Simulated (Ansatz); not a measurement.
A self-consistent single point of ZrIr₂ (Fd-3m, 6 atoms in the cell) with Ansatz (an electronic-structure program).

Method: PBEsol, harder PAW files (source: ansatz) made with PBE (plane waves; Ansatz).

```yaml
crystal:
  lattice:
    - [0.00000, 3.67300, 3.67300]
    - [3.67300, 0.00000, 3.67300]
    - [3.67300, 3.67300, 0.00000]
  atoms:
    - { symbol: Zr, position: [0.00000, 0.00000, 0.00000] }
    - { symbol: Zr, position: [0.25000, 0.25000, 0.25000] }
    - { symbol: Ir, position: [0.62500, 0.62500, 0.62500] }
    - { symbol: Ir, position: [0.12500, 0.62500, 0.62500] }
    - { symbol: Ir, position: [0.62500, 0.62500, 0.12500] }
    - { symbol: Ir, position: [0.62500, 0.12500, 0.62500] }
```

Reference input (self-consistent single point, DFT, LDA (PW92), plane waves, harder PAW files (source: ansatz) made with PBE): basis.ecutwfc = 620 eV; kpoints.mp_grid.grid = 10 10 10; hamiltonian.xc = lda; hamiltonian.pseudopotentials = {kind: paw, source: ansatz}; scf.occupations.method = gaussian; scf.occupations.width = 0.05 eV. This run's input differs from it in these lines:

Ansatz 0.2 input:
```diff
@@ -18,3 +18,3 @@
 hamiltonian:
-  xc: lda
+  xc: pbesol
   pseudopotentials: { kind: paw, source: ansatz }
```

Output (repeated stretches shortened):

```
SCF iter   1: F=—  HF=-93822.847472 eV  |F-HF|=—  |Δ(HF+E_count)|=         —  Δρ=1.75e-1  dr2=7.83e1  ethr=3.10e-3  ⟨swp⟩=7.1  Hψ=24383  notcnv=0  defer=17
all-band conjugate gradients solve this SCF's bands
preconditioner: auto → Kerker (q_TF=auto, 2.917 Å⁻¹)
SCF iter   2: F=—  HF=-93816.248722 eV  |F-HF|=—  |Δ(HF+E_count)|=    6.60e0  Δρ=8.02e-2  dr2=1.58e1  ethr=3.10e-3  ⟨swp⟩=3.6  Hψ=8936  notcnv=0  defer=319
   [... lines left out ...]
SCF iter   6: F=—  HF=-93814.699398 eV  |F-HF|=—  |Δ(HF+E_count)|=   2.70e-5  Δρ=8.44e-4  dr2=5.79e-4  ethr=1.87e-6  ⟨swp⟩=2.7  Hψ=8020  notcnv=0  defer=342
SCF iter   7: F=—  HF=-93814.699291 eV  |F-HF|=—  |Δ(HF+E_count)|=   1.07e-4  Δρ=1.96e-4  dr2=2.44e-5  ethr=3.91e-7  ⟨swp⟩=3.0  Hψ=8555  notcnv=0  defer=342
SCF iter   8: F=—  HF=-93814.699710 eV  |F-HF|=—  |Δ(HF+E_count)|=   4.19e-4  Δρ=4.52e-5  dr2=1.24e-6  ethr=1.65e-8  ⟨swp⟩=2.6  Hψ=8111  notcnv=0  defer=342
SCF iter   9: F=-93814.699710 eV  HF=-93814.699710 eV  |F-HF|=1.89e-8  |Δ(HF+E_count)|=   2.44e-8  Δρ=6.54e-6  dr2=3.38e-8  ethr=6.76e-11  ⟨swp⟩=18.4  Hψ=36262  notcnv=0
SCF 1 converged in 9 iterations: F = -93814.699710 eV  dr2 = 3.38e-8
Free energy (F): -93814.699710 eV
Internal energy: -93814.691559 eV  (E = F + TS)
E sigma→0 (E₀):  -93814.695635 eV
Entropy (-TS):   -0.008151 eV (-1.358 meV/atom)
Fermi energy:    23.892104 eV
--- Forces (eV/Å), atoms counted from 1 ---
  atom   1  Zr    -0.00000000    -0.00000000     0.00000000
   [... zero for the other atoms too ...]
--- Stress (GPa, compression-positive) ---
        0.079773      -0.000000       0.000000
       -0.000000       0.079773       0.000000
        0.000000      -0.000000       0.079773
  P = ⅓ Tr σ = 0.0798 GPa (0.798 kbar)
  The stress holds the Pulay correction. Without it, at fixed plane waves, as pw.x and ABINIT print it: P = 0.0670 GPa
```

The run converged in 9 iterations. Against the reference run the pressure goes from -4.60 to 0.08 GPa.

The starting cell comes from a database of published, mostly measured structures (it also holds non-ambient and calculated ones), without a prior relaxation at this level. Spin polarisation is off. Ansatz's pressure includes its estimate of the finite-basis (Pulay) stress.
